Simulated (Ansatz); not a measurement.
Amorphous Si$_{14}$Y$_{6}$Al$_{6}$O$_{46}$, 72 atoms at 3.07 g/cm³, one PBE-relaxed geometry, zone centre. Methods: PBE, scalar-relativistic without spin-orbit coupling (Ansatz, a program for electronic structure); r2SCAN, scalar-relativistic without spin-orbit coupling (Ansatz); HSE06, scalar-relativistic without spin-orbit coupling (Ansatz). Plane waves to 420 eV (r2SCAN 500 eV); exact exchange is cut at the cell's faces. At PBE the levels at the filled edge of the gap are localised (band-tail or defect states), and the nearest spread-out levels lie 4.7 eV apart at the zone centre. All rungs ran without spin polarisation.

It comes from a melt-quench run on a machine-learned potential (CHGNet), relaxed afterwards by DFT. O atoms were pushed apart under 1.9 Å during the dynamics, to hinder bonds among them. The hot cell started wider than the set density and was brought back towards it in steps. It is the lowest in DFT energy of 2 quenches. It is a model cell: composition and starting density were chosen by hand, and all elements were melted together. No dispersion term was used. Its density started from a set value of 3.04 and ended at 3.07 g/cm³. The quench (nominally 240 K/ps over its main leg) was far faster than any real one, so the model tends to hold more defects than a real film. One small periodic cell is one sample of the glass; other quenches scatter about these values. Volume and shape were free in the relaxation.

The relaxation ran on the zone centre alone. At PBE the level gap is 4.30 eV on a 2×2×2 Γ-centred mesh, and the spacing at the zone centre alone 4.31 eV.

Problem. What zone-centre spacing does r2SCAN give, roughly?

Solution. 4.84 eV (+0.54 eV against PBE).

Problem. What zone-centre spacing does HSE06 give, roughly?

Solution. 5.95 eV (+1.64 eV against PBE).

The highest filled and the lowest empty state spread over these numbers of atoms (participation numbers): PBE: 5.3 and 54.5; r2SCAN: 4.4 and 51.7; HSE06: 4.3 and 52.8.
